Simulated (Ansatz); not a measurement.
GaAs: biaxial strain −0.63 %, plane normal [110], relaxed out of plane

The reference is GaAs (space group Pa-3, No. 205; a = 6.9270 Å; a cell from a computed database, its experimental status unchecked). Axes: x, y, z lie along the cube axes.

Now apply this change: compressive biaxial strain of 0.63 % in the plane normal to [110], as in epitaxy on a mismatched substrate; the out-of-plane cell vector and the atoms relax.

Calculations: PBEsol (Ansatz, a first-principles code; PAW; 420 eV plane waves; no spin-orbit coupling). k-mesh 6×6×6 (Γ-centred); smearing 0.05 eV (Fermi–Dirac).

```csv
quantity,base,changed,shift
space group,Pa-3 (No. 205),P2_1/c (No. 14),–
energy relative to the base (free energy F),0 meV/atom,+0.8 meV/atom,+0.8 meV/atom
"pressure (mean of the normal stresses, compression positive)",0.0 GPa,0.6 GPa,+0.6 GPa
band gap,zero,zero,–
out-of-plane strain (rough),–,+0.38 %,–
```

Final structure (turned so that z lies along the plane normal):

```
CELL_PARAMETERS angstrom
      6.88340     0.00000     0.00000
      0.00000     9.73460    -0.00066
      0.00000     4.86697     4.91635
ATOMIC_POSITIONS crystal
  Ga 0.34258 0.65788 0.68381
  Ga 0.65742 0.34212 0.31619
  Ga 0.84258 0.34212 0.81619
  Ga 0.15742 0.65788 0.18381
  Ga 0.65792 0.84249 0.00066
  Ga 0.34208 0.15751 0.99934
  Ga 0.15792 0.15751 0.49934
  Ga 0.84208 0.84249 0.50066
  As 0.13998 0.85977 0.28067
  As 0.86002 0.14023 0.71933
  As 0.63998 0.14023 0.21933
  As 0.36002 0.85977 0.78067
  As 0.85970 0.63948 0.99931
  As 0.14030 0.36052 0.00069
  As 0.35970 0.36052 0.50069
  As 0.64030 0.63948 0.49931
```

Without a gap, meshes like the base's 6×6×6 leave anisotropic stresses uncertain by several tenths of a GPa, and small strain energies with them. Stability against distortions was not tested. All final runs are without spin polarisation. This is not the structure that GaAs has at room temperature and ambient pressure. The zero or small gap of GaAs can change with the level of theory.
